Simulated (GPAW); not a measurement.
## A self-consistent single point of ZnCu₃ (P-6m2, 4 atoms in the cell) with GPAW

Method: LDA (Perdew-Wang 92), GPAW PAW datasets LDA (gpaw-data 1.0.1) (plane waves; GPAW).

Input as run:

```python
from ase import Atoms
from ase.units import GPa
from gpaw import GPAW, PW

atoms = Atoms(['Zn', 'Cu', 'Cu', 'Cu'],
              cell=[[2.561460, 0.000000, 0.000000],
                    [-1.280730, 2.218289, 0.000000],
                    [0.000000, 0.000000, 8.397590]],
              scaled_positions=[[0.666667, 0.333333, 0.000000],
                                [0.666667, 0.333333, 0.500000],
                                [0.333333, 0.666667, 0.254070],
                                [0.333333, 0.666667, 0.745930]],
              pbc=True)

calc = GPAW(mode=PW(850),
            xc='LDA',
            kpts={'size': (12, 12, 3), 'gamma': True},
            occupations={'name': 'methfessel-paxton', 'width': 0.1, 'order': 0},
            nbands=-8,
            convergence={'forces': 0.001},
            symmetry={'symmorphic': False, 'tolerance': 0.0005},
            maxiter=150)

atoms.calc = calc

energy = atoms.get_potential_energy()
print('Energy (eV):', round(energy, 6))
forces = atoms.get_forces()
print('Forces (eV/Ang):')
print(forces.round(5))
stress = atoms.get_stress()
print('Stress (GPa, Voigt):', (stress / GPa).round(4))
```

Log, with long lists cut:

```
Input parameters:
  convergence: {forces: 0.001}
  kpts: {gamma: True,
         size: (12, 12, 3)}
  maxiter: 150
  mode: {ecut: 850.0,
         name: pw}
  nbands: -8
  occupations: {name: methfessel-paxton,
                order: 0,
                width: 0.1}
  symmetry: {symmorphic: False,
             tolerance: 0.0005}

species:
  Zn:
    name: Zinc
    Z: 30.0
    valence: 12
    core: 18
    charge: 0.0
    file: Zn.LDA.gz

    # Using partial waves for Zn as LCAO basis

  Cu:
    name: Copper
    Z: 29.0
    valence: 11
    core: 18
    charge: 0.0
    file: Cu.LDA.gz

    # Using partial waves for Cu as LCAO basis

Reference energy: -183641.192846  # eV

Spin-paired calculation

Convergence criteria:
 Maximum [total energy] change in last 3 cyles: 0.0005 eV / valence electron
 Maximum integral of absolute [dens]ity change: 0.0001 electrons / valence electron
 Maximum integral of absolute [eigenst]ate change: 4e-08 eV^2 / valence electron
 Maximum change in the atomic [forces] across last 2 cycles: 0.001 eV/Ang OR
Maximum error relative to the maximum force is below inf
 Maximum number of scf [iter]ations: 150

Symmetries present (total): 12
Symmetries with fractional translations: 0
432 k-points: 12 x 12 x 3 Monkhorst-Pack grid + [1/24,1/24,0.000000]
38 k-points in the irreducible part of the Brillouin zone
       k-points in crystal coordinates                weights
   0:    -0.00000000   -0.00000000    0.00000000          1/432
   1:    -0.00000000   -0.00000000    0.33333333          2/432
   2:     0.08333333   -0.00000000    0.00000000          6/432
   [... 7 lines left out ...]
          ...
  37:     0.50000000    0.50000000    0.33333333          6/432

Wave functions: Plane wave expansion
  Cutoff energy: 850.000 eV
  Number of coefficients (min, max): 2638, 2718
  Pulay-stress correction: 0.000000 eV/Ang^3 (de/decut=0.000000)

Occupation numbers: Methfessel-Paxton:
  width: 0.1000  # eV
  order: 0

Eigensolver

Densities:
  Coarse grid: 18*18*60 grid
  Fine grid: 36*36*120 grid
  Total Charge: 0.000000

Density mixing:
  Method: separate
  Backend: pulay
  Linear mixing parameter: 0.05
  old densities: 5
  Damping of long wavelength oscillations: 50

Hamiltonian:
  XC and Coulomb potentials evaluated on a 36*36*120 grid
  External potential:
    NoExternalPotential

Number of atoms: 4
Number of atomic orbitals: 36
Number of bands in calculation: 30
Number of valence electrons: 45
Bands to converge: occupied

Density initialized from atomic densities
  30 bands from LCAO basis set

Atomic positions and initial magnetic moments

Positions:
   0 Zn     1.280731    0.739429    0.000000    ( 0.0000,  0.0000,  0.0000)
   1 Cu     1.280731    0.739429    4.198795    ( 0.0000,  0.0000,  0.0000)
   2 Cu    -0.000001    1.478860    2.133576    ( 0.0000,  0.0000,  0.0000)
   3 Cu    -0.000001    1.478860    6.264014    ( 0.0000,  0.0000,  0.0000)

Unit cell:
           periodic     x           y           z      points  spacing
  1. axis:    yes    2.561460    0.000000    0.000000    18     0.1232
  2. axis:    yes   -1.280730    2.218289    0.000000    18     0.1232
  3. axis:    yes    0.000000    0.000000    8.397590    60     0.1400

  Lengths:   2.561460   2.561460   8.397590
  Angles:   90.000000  90.000000 120.000005

Effective grid spacing dv^(1/3) = 0.1349

     iter     time        total  log10-change:
                         energy   eigst   dens  force
iter:   1 --:--:--   -19.296863
iter:   2 --:--:--   -18.201335   -0.58  -1.25
iter:   3 --:--:--   -16.765525   -0.28  -1.31
iter:   4 --:--:--   -16.271336   -1.30  -1.79
iter:   5 --:--:--   -16.217150   -2.17  -1.73
iter:   6 --:--:--   -16.428973   -1.29  -1.86
iter:   7 --:--:--   -16.184706   -1.62  -1.86
iter:   8 --:--:--   -16.188133   -2.96  -2.70
iter:   9 --:--:--   -16.154005   -2.51  -2.52
iter:  10 --:--:--   -16.141755   -2.99  -2.72
iter:  11 --:--:--   -16.139928c  -3.69  -2.94
iter:  12 --:--:--   -16.139906c  -4.73  -3.01
iter:  13 --:--:--   -16.140256c  -3.82  -3.05
iter:  14 --:--:--   -16.139980c  -4.60  -3.42
iter:  15 --:--:--   -16.139750c  -4.95  -3.53
iter:  16 --:--:--   -16.139693c  -5.07  -3.58
iter:  17 --:--:--   -16.139679c  -5.37  -3.61
iter:  18 --:--:--   -16.139659c  -6.69  -3.77
iter:  19 --:--:--   -16.139602c  -5.30  -3.79
iter:  20 --:--:--   -16.139598c  -6.52  -4.19c
iter:  21 --:--:--   -16.139597c  -7.17  -4.69c
iter:  22 --:--:--   -16.139594c  -6.73  -4.81c
iter:  23 --:--:--   -16.139594c  -8.24c -4.88c
iter:  24 --:--:--   -16.139595c  -7.74c -4.91c -3.49c

Converged after 24 iterations.

Dipole moment: (0.067832, -0.039163, 0.000000) |e|*Ang

Energy contributions relative to reference atoms: (reference = -183641.192846)

Kinetic:        -41.145055
Potential:      +34.989420
External:        +0.000000
XC:             -10.123454
Entropy (-ST):   -0.006546
Local:           +0.142767
SIC:             +0.000000
--------------------------
Free energy:    -16.142869
Extrapolated:   -16.139595

Showing only first 2 kpts
 Kpt  Band  Eigenvalues  Occupancy
  0    20      5.64635    2.00000
  0    21      5.96956    2.00000
  0    22      5.96956    2.00000
  0    23      6.18181    2.00000

  1    20      5.65065    2.00000
  1    21      5.65065    2.00000
  1    22      5.97065    2.00000
  1    23      5.97065    2.00000

Fermi level: 7.86484

No gap
No difference between direct/indirect transitions
Energy (eV): -16.139595

Forces in eV/Ang:
  0 Zn    0.00000    0.00000    0.00000
  1 Cu    0.00000    0.00000    0.00000
  2 Cu   -0.00000    0.00000    0.03805
  3 Cu   -0.00000    0.00000   -0.03805

Stress tensor:
     0.034119     0.000000     0.000000
     0.000000     0.034119     0.000000
     0.000000     0.000000     0.059476
Stress (GPa, Voigt): [5.4665 5.4665 9.5291 0.     0.     0.    ]
```

The run converged in 24 iterations. GPAW prints stress with tension positive.

The starting cell comes from a database of computed structures (which also holds hypothetical and non-ambient phases and stackings), without a prior relaxation at this level. Spin polarisation is off. With a pressure of about -7 GPa the cell is away from its equilibrium volume at this level.

Cost on one core of a shared machine: roughly 80 s.
